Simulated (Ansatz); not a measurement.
```xyz
2
Lattice="2.5638 0.0000 0.0000 0.0000 2.5638 0.0000 0.0000 0.0000 2.5638" Properties=species:S:1:pos:R:3 pbc="T T T"
Be     1.2819     1.2819     1.2819
Co     0.0000     0.0000     0.0000
```
Starting moments (μB, in the order of the record's atoms Be Co): 0.0 2.0.

Problem. Started from parallel moments at a Fermi-Dirac width of 0.03 eV, does a moment survive in PBEsol (Ansatz, a first-principles code)?

Solution. Yes: a total moment of 0.34 μB a cell. A nonmagnetic transport calculation would be of the wrong state; other orders weren't tried.

Spin-orbit coupling is left out.

Formula and space group known from diffraction (Crystallography Open Database), not checked to be the room-temperature form: BeCo (Pm-3m).
